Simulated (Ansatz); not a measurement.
An Ansatz (an electronic-structure program) input (Kohn–Sham DFT with the r2SCAN functional, run in Ansatz with PAW and 500 eV plane waves, spin-orbit coupling left out, earlier PAW set):

Ansatz 0.2 input:
```yaml
crystal:
  lattice:
    - [-1.6981062911, 1.6981062911, 5.3800901049]
    - [1.6981062911, -1.6981062911, 5.3800901049]
    - [1.6981062911, 1.6981062911, -5.3800901049]
  atoms:
    - { symbol: Bi, position: [0, 0, 0] }
    - { symbol: Si, position: [0.2776041046, 0.2776041046, 0] }
    - { symbol: Si, position: [0.7223958954, 0.7223958954, 0] }
basis: { ecutwfc: 500, ecutrho_ratio: 4, xc_grid: 4, fft_grid_basis: typed }
kpoints: { mp_grid: { grid: [19, 19, 19] } }
hamiltonian:
  xc: r2scan
  dispersion: none
  pseudopotentials: { azcp: { folder: ./paw }, kind: paw }
scf: { occupations: { method: fermi_dirac, width: 0.05 }, convergence: { dr2_threshold: 0.0000000003 } }
output: { forces: true, stress: true }
checkpoint: { write: state.ck, write_every: 1000 }
```

**Question.** Which symmetry and how many k-points will the program report, and about how many plane waves at Γ?

**Answer.** Space group I4/mmm (ITA 139) with 16 operations, k-points 550 of 6859, and 1583 plane waves at Γ.

**Question.** And the final pressure?

**Answer.** 2.01 GPa (compression positive).

Single points use the geometry relaxed with PBEsol. Stability against distortions was not tested. All final runs are without spin polarisation. The cell was made from WSi2 by this change: W → Bi; the result is a hypothetical phase, not in the database extracts checked.
